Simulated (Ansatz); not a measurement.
Cs2AgBiBr6: pressure series

Start from Cs₂AgBiBr₆ (space group Fm-3m, No. 225; a = 11.477 Å).

Cell and atoms are relaxed at each pressure.

All numbers come from Ansatz (an electronic-structure program) PBE, spin-orbit coupling left out, earlier PAW set.

Candidates:
(a) pressure −2 GPa
(b) pressure 45 GPa
(c) pressure 1.8 GPa

For the base:

```
Quantity   Result
--------  -------
Band gap  1.33 eV
```

Order them by band gap, lowest first.

(b) pressure 45 GPa (zero), (c) pressure 1.8 GPa (1.21 eV), (a) pressure −2 GPa (1.58 eV)

Spin-orbit coupling, missing from the scalar runs, can matter with Bi. Load acts through the strain it causes; cell and atoms are relaxed under it. Stability against distortions was not tested. Competing high-pressure phases were not computed. No Hubbard U is applied, and correlation can decide whether such a compound is a metal. All final runs are without spin polarisation. The zero or small gap of Cs2AgBiBr6 under pressure 45 GPa can change with the level of theory.
